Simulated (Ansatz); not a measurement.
Band structure of MnFeSi4 (P4/mmm, 6 atoms in the cell).

```yaml
crystal:
  lattice:
    - [2.72947, 0.00000, 0.00000]
    - [0.00000, 2.72947, 0.00000]
    - [0.00000, 0.00000, 10.28549]
  atoms:
    - { symbol: Mn, position: [0.00000, 0.00000, 0.50000], spin: 4.0 }
    - { symbol: Fe, position: [0.00000, 0.00000, 0.00000] }
    - { symbol: Si, position: [0.50000, 0.50000, 0.36453] }
    - { symbol: Si, position: [0.50000, 0.50000, 0.63547] }
    - { symbol: Si, position: [0.50000, 0.50000, 0.86434] }
    - { symbol: Si, position: [0.50000, 0.50000, 0.13566] }
```
(The spins are starting values, not results.)

Method: PBEsol, PAW files made with PBE (plane waves; Ansatz, a quantum-chemistry and plane-wave program).

Settings: kpoints.mp_grid.grid = 7 7 2; hamiltonian.xc = pbesol; hamiltonian.pseudopotentials = {kind: paw} (the program's default PAW files); magnetization.spin_polarized = true; scf.occupations.method = fermi_dirac; scf.occupations.width = 0.0073 Ry; kpoints.band_path.npoints = 8.

The starting cell comes from a database of computed structures (which also holds hypothetical and non-ambient phases and stackings), without a prior relaxation at this level. The moments shrank to a small part of their start, a low-spin state that need not be the lowest. The program warned that a starting moment was not kept.

Levels in eV from the Fermi level, bands 20 to 27 of the first spin channel:
```tsv
point	20	21	22	23	24	25	26	27
Γ	-1.10	-0.74	-0.74	-0.58	0.36	3.04	4.49	4.49
X	-1.95	-1.82	-1.27	-0.96	-0.23	0.39	1.39	1.86
M	-2.87	-1.86	-1.13	0.17	0.36	0.81	0.81	1.31
Z	-1.11	-0.74	-0.74	-0.58	0.36	4.36	4.71	4.78
R	-1.95	-1.82	-1.27	-0.96	-0.23	0.48	1.48	1.92
A	-3.22	-1.79	-1.26	0.17	1.31	1.51	1.51	1.56
```

Bands cross the Fermi level along this path, so the cell is metallic at this level.

The net moment of the cell came out as 0.26 μB.

Keys are those of Ansatz 0.2.
